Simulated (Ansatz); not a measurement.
The starting structures come from a database of crystals and need not be the phases stable at ambient conditions.

 Where the default PAW files enter, the runs use the earlier of Ansatz's two default sets.

Tunnelling through a barrier is set by its complex band structure: the current falls as exp(−2κd) with the smallest κ.

```
SnZnO3
1.0
    5.37903     0.00000     0.00000
   -2.68952     4.65838     0.00000
    2.68951     1.55279     4.62196
Zn Sn O
2 2 6
Direct
  0.26908   0.63454   0.09638
  0.73092   0.36546   0.90362
  0.70009   0.85004   0.44987
  0.29991   0.14996   0.55013
  0.50426   0.55425   0.25559
  0.49574   0.44575   0.74441
  0.19016   0.95001   0.25559
  0.80984   0.04999   0.74441
  0.79440   0.24015   0.25559
  0.20560   0.75985   0.74441
```

Space group of this cell: R-3. The cell is strained (lengths along the current scaled by 0.97, ions clamped); by PBEsol its mean pressure is -2.7 GPa.

Transport runs along the normal of the first two printed cell vectors, the (001) (indices of the unstrained crystal) plane of the conventional cell.

No gap correction and no spin-orbit coupling; mid-gap values are interpolated between computed energies.

Problem. Compute, with PBEsol (Ansatz, a first-principles code), the band gap and the smallest decay constant κ at mid-gap.

Solution. Gap 1.34 eV on a 8×8×8 mesh; κ = 0.139 1/Å, at the zone centre.
